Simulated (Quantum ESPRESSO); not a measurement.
# Convergence test for KBr (Fm-3m, 2 atoms in the cell)

```
CELL_PARAMETERS angstrom
     -3.29882     0.00000     3.29882
      0.00000     3.29882     3.29882
     -3.29882     3.29882     0.00000
ATOMIC_POSITIONS crystal
  K  0.00000 0.00000 0.00000
  Br 0.50000 0.50000 0.50000
```

Computed with PBE, GBRV 1.5 ultrasoft (PBE) pseudopotentials (plane waves; Quantum ESPRESSO).

The starting cell comes from a database of computed structures (which also holds hypothetical and non-ambient phases and stackings), without a prior relaxation at this level. Its lattice was rescaled by a random factor within 2.5 % of one.

Held fixed: ecutwfc = 40 Ry; ecutrho = 200 Ry; occupations = fixed; potentials = {K: k_pbe_v1.4.uspp.F.UPF, Br: br_pbe_v1.4.uspp.F.UPF}; nbnd = 14; conv_thr = 1e-11 Ry; mixing_beta = 0.5.

ΔF is the free energy per atom less that of the last row (automatic 21 21 21 0 0 0).

The series runs over K_POINTS = automatic 1 1 1 0 0 0; automatic 2 2 2 0 0 0; automatic 3 3 3 0 0 0; automatic 4 4 4 0 0 0; automatic 5 5 5 0 0 0; automatic 6 6 6 0 0 0; automatic 7 7 7 0 0 0; automatic 8 8 8 0 0 0; automatic 9 9 9 0 0 0; automatic 10 10 10 0 0 0; automatic 11 11 11 0 0 0; automatic 14 14 14 0 0 0; automatic 17 17 17 0 0 0; automatic 21 21 21 0 0 0.

From which setting on does the pressure stay within 1 GPa of the last one?

From K_POINTS = automatic 2 2 2 0 0 0 on; the one before it is off by 12 GPa. The value it settles on is 0.2 GPa at this level of theory and with the other settings as held.

From which setting on does the gap on the mesh stay within 0.02 eV of the last one?

From K_POINTS = automatic 3 3 3 0 0 0 on; the one before it is off by 0.037 eV.

```csv
K_POINTS,ΔF (meV/atom),pressure (GPa),gap on the mesh (eV),k-points,plane waves
automatic 1 1 1 0 0 0,1610.8,12.42,3.561,1,2085
automatic 2 2 2 0 0 0,52.8,0.68,4.400,3,2085
automatic 3 3 3 0 0 0,2.8,0.19,4.434,4,2085
automatic 4 4 4 0 0 0,0.16,0.16,4.437,8,2120
automatic 5 5 5 0 0 0,0.15,0.15,4.437,10,2085
automatic 6 6 6 0 0 0,0.09,0.16,4.437,16,2090
automatic 7 7 7 0 0 0,-0.01,0.16,4.437,20,2087
automatic 8 8 8 0 0 0,0.10,0.16,4.437,29,2120
automatic 9 9 9 0 0 0,-0.05,0.16,4.437,35,2085
automatic 10 10 10 0 0 0,0.00,0.16,4.437,47,2090
automatic 11 11 11 0 0 0,0.03,0.16,4.437,56,2088
automatic 14 14 14 0 0 0,0.00,0.16,4.437,104,2096
automatic 17 17 17 0 0 0,0.00,0.16,4.437,165,2094
automatic 21 21 21 0 0 0,0.00,0.16,4.437,286,2090
```

Gaps are taken between levels on the mesh.
